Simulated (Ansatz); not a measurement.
Take BaHfO₃ in the cubic perovskite structure (space group Pm-3m, No. 221; a = 4.206 Å) as the base.

The values are results of PBE (Ansatz, a program for electronic structure, PAW, no SOC), not measurements.

The change: Zr takes the place of Hf on all its sites; the structure is relaxed again.

Measured lattice parameter a: BaHfO3 4.171 Å (room temperature; as listed in Zhao, Hongsheng, Chang, Aimin, Wang, Yunlan, arXiv (2008)); BaZrO3 4.191 Å (temperature not stated; as listed in Evaestov, Robert A, arXiv (2010)).

How well does PBE reproduce the measured shift?

With PBE the lattice parameter a moves by +0.021 Å (4.206 → 4.227) against +0.020 Å measured.

Whether these cells are dynamically stable was not tested.
